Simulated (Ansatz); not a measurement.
**Convergence study of the k-point mesh for the (110) slab of CaHg (cut from a parent of space group no. 221; 8 atoms in the cell)**

```xyz
8
Lattice="3.7734 0.0000 0.0000 0.0000 5.3364 0.0000 0.0000 0.0000 22.0047" Properties=species:S:1:pos:R:3 pbc="T T T"
Ca     0.0000     1.3341     7.0000
Hg     1.8867     4.0023     7.0000
Ca     0.0000     4.0023     9.6683
Hg     1.8867     1.3341     9.6683
Ca     0.0000     1.3341    12.3365
Hg     1.8867     4.0023    12.3365
Ca     0.0000     4.0023    15.0047
Hg     1.8867     1.3341    15.0047
```

Method: PBEsol, default PAW files made with PBE (plane waves; Ansatz, an electronic-structure program).

Base settings: basis.ecutwfc = 420 eV; kpoints.mp_grid.grid = 5 3 1; hamiltonian.xc = pbesol; hamiltonian.pseudopotentials = {kind: paw} (the program's default PAW files); scf.occupations.method = gaussian; scf.occupations.width = 0.1 eV.

Only quantities that move along the ladder and can be compared are tabulated.

The count of work is k-points × plane waves × bands × iterations; it is no time. Core times come from one kind of shared machine, to one figure; runs under 30 s give none.

The starting cell comes from a database of computed structures (which also holds hypothetical and non-ambient phases and stackings), without a prior relaxation at this level. The slab is cut from that crystal, and its faces are unrelaxed. Its lattice was rescaled by up to half a per cent. Without a gap this mesh is coarse (it stands for a supercell whose shortest in-plane vector is 16 Å).

Steps (kpoints.mp_grid.grid): 2 1 1; 2 2 1; 3 2 1; 4 3 1; 5 3 1; 5 4 1; 6 4 1; 6 5 1; 8 5 1; 9 6 1; 10 7 1; 12 9 1; 14 10 1; 16 12 1; 19 14 1; 22 16 1.

What is the coarsest kpoints.mp_grid.grid that holds the forces within 0.02 eV/Å of the last step, with all finer ones?

9 6 1, at 0.19 of the last step's count of work and about 0.2 of the last step's time; the step before is off by 0.050 eV/Å.

What is the coarsest kpoints.mp_grid.grid that holds the free energy within 5 meV/atom of the last step, with all finer ones?

5 4 1, at 0.083 of the last step's count of work; the step before is off by 12 meV/atom.

```csv
kpoints.mp_grid.grid,free energy less the last step's (meV/atom),largest difference of a force vector from the last step's (eV/Å),count of work / last,core time / last (rough)
2 1 1,78.77,0.395,0.021,–
2 2 1,-73.23,0.159,0.045,–
3 2 1,122.43,0.150,0.041,–
4 3 1,-2.13,0.118,0.056,–
5 3 1,12.19,0.132,0.062,–
5 4 1,-1.20,0.102,0.083,–
6 4 1,-0.07,0.088,0.11,–
6 5 1,-0.10,0.050,0.11,–
8 5 1,4.11,0.050,0.12,–
9 6 1,-1.38,0.016,0.19,0.2
10 7 1,1.53,0.014,0.22,0.2
12 9 1,-0.71,0.012,0.32,0.3
14 10 1,-0.59,0.011,0.44,0.4
16 12 1,-0.14,0.011,0.58,0.6
19 14 1,0.11,0.003,0.74,0.8
22 16 1,0.00,0.000,1.0,1
```

Keys are those of Ansatz 0.2.
